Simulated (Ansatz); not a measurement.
The starting structures come from a database of crystals and need not be the phases stable at ambient conditions.

Evanescent states of HfBrN (R-3m, 6 atoms a cell, 18.4 Å³ an atom) along the normal of (101)

All values below come from r2SCAN (plane waves, PAW; Ansatz, a first-principles code).

No gap correction and no spin-orbit coupling; mid-gap is the computed energy nearest the middle.

Energies count from the valence-band top; κ is the least over a 8×4 mesh across the current.

```json
[
 {"E (eV)": "0.06", "κ (1/Å)": "0.168", "where": "Γ"},
 {"E (eV)": "0.18", "κ (1/Å)": "0.213", "where": "off Γ"},
 {"E (eV)": "0.30", "κ (1/Å)": "0.238", "where": "off Γ"},
 {"E (eV)": "0.42", "κ (1/Å)": "0.257", "where": "off Γ"},
 {"E (eV)": "0.54", "κ (1/Å)": "?", "where": "off Γ"},
 {"E (eV)": "0.66", "κ (1/Å)": "?", "where": "off Γ"},
 {"E (eV)": "0.78", "κ (1/Å)": "?", "where": "Γ"},
 {"E (eV)": "0.90", "κ (1/Å)": "?", "where": "Γ"},
 {"E (eV)": "1.02", "κ (1/Å)": "?", "where": "Γ"},
 {"E (eV)": "1.14", "κ (1/Å)": "?", "where": "Γ"},
 {"E (eV)": "1.26", "κ (1/Å)": "?", "where": "Γ"},
 {"E (eV)": "1.38", "κ (1/Å)": "?", "where": "Γ"},
 {"E (eV)": "1.50", "κ (1/Å)": "?", "where": "Γ"},
 {"E (eV)": "1.62", "κ (1/Å)": "?", "where": "off Γ"},
 {"E (eV)": "1.74", "κ (1/Å)": "0.258", "where": "off Γ"},
 {"E (eV)": "1.86", "κ (1/Å)": "0.215", "where": "off Γ"},
 {"E (eV)": "1.98", "κ (1/Å)": "0.161", "where": "off Γ"},
 {"E (eV)": "2.10", "κ (1/Å)": "0.077", "where": "off Γ"}
]
```

Q: Some entries are withheld; supply them.

A: 
- 0.54, κ (1/Å): 0.272
- 0.66, κ (1/Å): 0.284
- 0.78, κ (1/Å): 0.293
- 0.90, κ (1/Å): 0.297
- 1.02, κ (1/Å): 0.300
- 1.14, κ (1/Å): 0.302
- 1.26, κ (1/Å): 0.304
- 1.38, κ (1/Å): 0.305
- 1.50, κ (1/Å): 0.306
- 1.62, κ (1/Å): 0.295
